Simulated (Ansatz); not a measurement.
**Pressure series in TiSi2**

Consider TiSi₂ (space group Cmcm, No. 63; a = 3.5461 Å, b = 13.5634 Å, c = 3.5798 Å).

Cell and atoms are relaxed at each pressure.

Calculations: PBE/PAW in Ansatz (an electronic-structure program), spin-orbit coupling left out.

Notes on the quantities. enthalpy: H = E + PV relative to the base's energy.

```csv
case,density,enthalpy
base,4.01 g/cm³,–
pressure −2 GPa,3.95 g/cm³,-0.18 eV/atom
pressure −1 GPa,(withheld),-0.09 eV/atom
pressure 1.8 GPa,4.07 g/cm³,+0.16 eV/atom
pressure 4.2 GPa,4.14 g/cm³,+0.37 eV/atom
pressure 9 GPa,4.27 g/cm³,+0.78 eV/atom
pressure 18 GPa,4.49 g/cm³,+1.52 eV/atom
pressure 30 GPa,(withheld),+2.45 eV/atom
pressure 45 GPa,(withheld),+3.56 eV/atom
pressure 60 GPa,5.25 g/cm³,+4.61 eV/atom
```

Q: What belongs in the blanks?

A: 
- pressure −1 GPa, density: 3.98 g/cm³
- pressure 30 GPa, density: 4.74 g/cm³
- pressure 45 GPa, density: 5.01 g/cm³

Load acts through the strain it causes; cell and atoms are relaxed under it. Whether these cells are dynamically stable was not tested. Competing high-pressure phases were not computed. The final runs are not spin-polarised.
